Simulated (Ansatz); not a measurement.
C (P6_3/mmc) under hydrostatic pressure (compression positive): band gap by PBE, rigid bands (plane waves, PAW, scalar-relativistic; Ansatz, an electronic-structure program). The unloaded cell, whose axes the loads refer to:

C has the hexagonal space group P6₃/mmc (No. 194), Pearson symbol hP4. Cell: a = b = 2.499 Å, c = 4.161 Å, α = β = 90.00°, γ = 120.00°. C on 4f is coordinated by 4 C at 1.534–1.558 Å (tetrahedral). (Neighbours: up to the widest gap in distance over summed covalent radii, below 1.35, at either atom.)

```csv
hydrostatic pressure (compression positive) (GPa),volume per atom (Å³),band gap (eV)
-22,5.94,3.51
-11,5.77,3.40
0,5.63,3.29
11,5.50,3.20
22,5.38,?
```

Fit a straight line to band gap against the load over the rows given, and predict the row at 22 GPa.

The means are x̄ = -5.500 GPa and ȳ = 3.3500; Σ(x − x̄)(y − ȳ) = -5.720 and Σ(x − x̄)² = 605.0, so the slope is -9.45 meV per GPa, and the rows given lie within 8.0 meV of the line. At 22 GPa the line gives 3.09 eV; the calculation gives 3.10 eV, 0.32 % from it.

With all rows, what volume deformation potential dE_g/d ln V follows?

A line through E_g against ln V has the slope 4.1 eV, so the gap narrows under compression.

Spin-orbit coupling is left out. Stresses and pressures are the targets of the relaxation. Gaps are resolved to about 0.01 eV. The structure type is held at every load. Geometry: cell and atoms relaxed with PBEsol.
